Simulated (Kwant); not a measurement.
System: armchair graphene on boron nitride (staggered potential) ribbon with Haldane second-neighbour hopping. 11 dimer lines, bond 0.142 nm, hopping 2.7 eV, scattering region 4 nm long; sites with one neighbour are removed; energy swept from -1.743 to 1.743 eV from the neutrality point. Staggered potential ±Δ on the two sublattices, Δ = 0.063 eV. Second-neighbour term iλ/(3√3) ν with λ = 0.84 eV, a model term that the material doesn't have.

Constants are typed, rounded textbook-type inputs, not results; the design itself was drawn at random and stands for no fabricated device.

Model: nearest-neighbour tight-binding model of a honeycomb sheet with an imaginary second-neighbour term, one spin, coherent transport at 0 K (Kwant). Conductance is in e²/h.

Task: Is the sheet in its topological phase, how wide is its bulk gap, and what conductance is due inside it?

Result: At the two valleys the masses are λ ± Δ = 0.903 and 0.777 eV; the bulk gap is 2|λ − Δ| = 1.55 eV. λ > Δ, so the phase is topological, with edge channels that give G = 1. Simulated at 0.290 eV: 1.00 e²/h.
